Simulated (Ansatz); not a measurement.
Given:

End structure of a constructed model of the (0001) surface of hcp Hf, a layer of Ta in place of the second plane (bottom of the slab: a bare face, its two planes held):

```
CELL_PARAMETERS angstrom
      3.20485     0.00000     0.00000
     -1.60243     2.77549     0.00000
      0.00000     0.00000    29.00000
ATOMIC_POSITIONS crystal
  Hf 0.66667 0.33333 0.28262
  Hf 0.33333 0.66667 0.36998
  Hf 0.66667 0.33333 0.45848
  Hf 0.33333 0.66667 0.54648
  Ta 0.66667 0.33333 0.63016
  Hf 0.33333 0.66667 0.70854
```

Slab: 6 atoms, 12.6 Å thick at the start; k 13x13x1, smearing 0.1 eV, dipole-corrected; 2 atoms held, the rest relaxed; start symmetry kept, larger cells not searched; no spin, no spin-orbit, no U. It is one candidate, not shown to be the stable structure of the face.

### Question
What is the computed work function of the top face (Ansatz (a first-principles code) with PBE)?

### Answer
4.16 eV
